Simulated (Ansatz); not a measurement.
CsCl-type RuAl, treated with LDA in Ansatz (plane waves, PAW).

Numerical settings: plane-wave cutoff 500 eV, 18×18×18 k mesh, Fermi–Dirac smearing 0.1 eV, no spin polarisation, scalar-relativistic PAW data made under PBE.

Computed at the level's own relaxed cell.

Question: What does this level give for the equilibrium volume per atom and equilibrium lattice constant a?

Answer: 
equilibrium volume per atom: 12.90 Å³/atom
equilibrium lattice constant a: 2.955 Å

Measured, for comparison: lattice constant a 2.992 Å (temperature not stated, copied from a table, unchecked, not corrected to a static lattice; as tabulated in Acta Metallurgica 41, 863 (1993)). Computed (rounded) less measured: lattice constant a not scored (unchecked). A static lattice is as a rule a little smaller and stiffer than an uncorrected measurement, which narrows the difference in the lattice constant a and would widen misses of the other sign.

The computed numbers hold no vibrational or temperature effects.

Computing time: around 40 core-seconds (rough).

Ansatz is a first-principles code.
